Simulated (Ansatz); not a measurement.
Levels about the gap of amorphous Nb16O41H2 (59 atoms in a cell of 844 Å³, 4.22 g/cm³; zone centre alone, so wide bands show as single levels with stretches between that a denser mesh fills), at the geometry that PBE relaxed, where it gives 1.6 GPa on a denser mesh. The participation number counts the atoms over which a state spreads; weights are charges in smoothed Voronoi cells. The levels come from a single point, so bond lengths are those of that geometry. Method of the levels: r2SCAN, scalar-relativistic without spin-orbit coupling (Ansatz, an electronic-structure program). Sampling: the zone centre alone; Fermi-Dirac width 0.01 eV; collinear spin, started from moments on atoms (the moments died out). At PBE the levels at the filled edge of the gap are localised (band-tail or defect states).

It comes from a melt-quench run on a machine-learned potential (CHGNet), relaxed afterwards by DFT. O atoms were pushed apart under 1.9 Å during the dynamics, to hinder bonds among them. The hot cell started wider than the set density and was brought back towards it in steps. It is the lowest in DFT energy of 2 quenches. It is a model cell: composition and starting density were chosen by hand, and all elements were melted together. No dispersion term was used. Its density started from a set value of 4.22 and ended at 4.22 g/cm³. The quench (nominally 440 K/ps over its main leg) was far faster than any real one, so the model tends to hold more defects than a real film. A cell of this size samples the disorder only roughly. The volume was held where the preparation left it, at a PBE pressure of 1.6 GPa. Stress components on the final sampling reach 3.1 GPa. On a 2×2×2 Γ-centred mesh force components of up to 0.12 eV/Å stay, since the relaxation ran on the zone centre alone.

```
E - E(highest filled), eV  filling  spin  participation number        largest on  weight O  weight Nb  weight H
-------------------------  -------  ----  --------------------  ----------------  --------  ---------  --------
-0.23                       filled    up                  14.1   O, 2 neighbours      0.94       0.06      0.01
-0.20                       filled    up                  12.8   O, 2 neighbours      0.93       0.05      0.03
-0.20                       filled    dn                  12.8   O, 2 neighbours      0.93       0.05      0.03
-0.10                       filled    up                  10.1   O, 2 neighbours      0.95       0.04      0.01
-0.10                       filled    dn                  10.1   O, 2 neighbours      0.95       0.04      0.01
0.00                        filled    up                  10.0   O, 2 neighbours      0.93       0.05      0.02
0.00                        filled    dn                  10.0   O, 2 neighbours      0.93       0.05      0.02
3.36                         empty    up                   9.7  Nb, 6 neighbours      0.27       0.73      0.00
3.36                         empty    dn                   9.7  Nb, 6 neighbours      0.27       0.73      0.00
3.39                         empty    up                  13.8  Nb, 7 neighbours      0.31       0.68      0.01
3.39                         empty    dn                  13.8  Nb, 7 neighbours      0.31       0.68      0.01
3.47                         empty    dn                  11.3  Nb, 6 neighbours      0.30       0.70      0.00
3.47                         empty    up                  11.3  Nb, 6 neighbours      0.30       0.70      0.00
3.61                         empty    dn                  13.4  Nb, 6 neighbours      0.32       0.67      0.01
```

Most localised among these is the empty level at +3.36 eV, on a Nb atom, which has 6 neighbours (O 1.85 Å, O 1.91 Å, O 1.92 Å, O 1.93 Å, O 2.32 Å, O 2.38 Å).
